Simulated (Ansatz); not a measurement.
Worked example: self-consistent single point of VSe2 (P3m1, 3 atoms in the cell) in Ansatz (a quantum-chemistry and plane-wave program).

Computed with LDA (PW92), default PAW files made with PBE (plane waves; Ansatz).

```
CELL_PARAMETERS angstrom
      3.40918     0.00000     0.00000
     -1.70459     2.95244     0.00000
      0.00000     0.00000     6.31796
ATOMIC_POSITIONS crystal
  V  0.00000 0.00000 0.00791
  Se 0.66667 0.33333 0.75873
  Se 0.33333 0.66667 0.24127
```
Moments meant for the start (each program seeds them in its own way; μB, in the order of the atoms V Se Se): 2.0 0.0 0.0.

Reference input (self-consistent single point, DFT, LDA (PW92), plane waves, default PAW files made with PBE): basis.ecutwfc = 420 eV; kpoints.mp_grid.grid = 11 11 5; hamiltonian.xc = lda; hamiltonian.pseudopotentials = {kind: paw} (the program's default PAW files); magnetization.spin_polarized = true; scf.occupations.method = gaussian; scf.occupations.width = 0.1 eV. This run's input differs from it in these lines:

Ansatz 0.2 input:
```diff
@@ -13,3 +13,3 @@
 kpoints:
-  mp_grid: { grid: [11, 11, 5] }
+  mp_grid: { grid: [12, 12, 6] }
 hamiltonian:
@@ -20,3 +20,3 @@
 scf:
-  occupations: { method: gaussian, width: 0.1 eV }
+  occupations: { method: gaussian, width: 0.3 eV }
 output:
```

Log, with long lists cut:

```
SCF iter   1: F=—  HF=-13629.729702 eV  |F-HF|=—  |Δ(HF+E_count)|=         —  Δρ=5.85e-2 (↑4.06e-2 ↓5.85e-2)  dr2=5.04e0  dr2_m=1.17e0  M=0.573 μB ∫|m|=0.737 μB  β_m=0.30  ethr=3.10e-3  ⟨swp⟩=4.7  Hψ=20325  notcnv=0
Mixer restart at iter 1: flushing history
all-band conjugate gradients solve this SCF's bands
preconditioner: auto → Kerker (q_TF=auto, 2.575 Å⁻¹)
spin=Collinear: Kerker preconditioning applied to the charge; magnetization (m = ρ↑ − ρ↓) channel mixes plain (no charge-response kernel on spin).
   [... lines left out ...]
SCF iter  17: F=—  HF=-13629.024033 eV  |F-HF|=—  |Δ(HF+E_count)|=  3.89e-10  Δρ=2.62e-7 (↑1.58e-7 ↓2.62e-7)  dr2=1.54e-10  dr2_m=5.31e-12  M=0.000 μB ∫|m|=0.000 μB  β_m=0.95  ethr=1.55e-11  ⟨swp⟩=1.6  Hψ=7036  notcnv=0
SCF iter  18: F=-13629.024033 eV  HF=-13629.024033 eV  |F-HF|=1.73e-10  |Δ(HF+E_count)|=  2.73e-11  Δρ=2.84e-7 (↑1.48e-7 ↓2.84e-7)  dr2=1.96e-10  dr2_m=3.33e-12  M=0.000 μB ∫|m|=0.000 μB  ethr=1.00e-12  ⟨swp⟩=1.1  Hψ=12507  notcnv=0
SCF 1 converged in 18 iterations: F = -13629.024033 eV  dr2 = 1.96e-10
WARN: the starting moments were not kept: the SCF closed with an absolute magnetisation of 2.4e-5 μB, where they sum to 2 μB in size (1 site) …
Magnetization: 0.0000 μB (22.5000 up, 22.5000 down)
   [... lines left out ...]
Absolute magnetization: 0.0000 μB (∫|ρ↑−ρ↓|, with the PAW one-centre terms)
Free energy (F): -13629.024033 eV
Fermi energy:    9.526445 eV
   [... lines left out ...]
  atom   3  Se    -0.00000000     0.00000000     0.15390886
--- Stress (GPa, compression-positive) ---
       -8.028997      -0.000000      -0.000000
       -0.000000      -8.028997       0.000000
       -0.000000       0.000000      -3.837997
  P = ⅓ Tr σ = -6.6320 GPa (-66.320 kbar)
  The stress holds the Pulay correction. Without it, at fixed plane waves, as pw.x and ABINIT print it: P = -6.6707 GPa
```

The run converged in 18 iterations. Against the reference run the free energy falls by 16.6 meV/atom, the pressure goes from -6.40 to -6.63 GPa, the largest force moves little (0.694 to 0.688 eV/Å) and the size of the net moment goes from 0.18 to 0.00 μB/atom.

The starting cell comes from a database of computed structures (which also holds hypothetical and non-ambient phases and stackings), without a prior relaxation at this level. Its lattice was rescaled by up to half a per cent. One atom was moved a little off its site on purpose. The starting moments vanished: the run ended non-magnetic, which need not be the lowest state. The program warned that a starting moment was not kept. With a pressure of about -7 GPa the cell is away from its equilibrium volume at this level. Ansatz's pressure includes its estimate of the finite-basis (Pulay) stress.

Cost on one core of a shared machine: roughly 70 s.
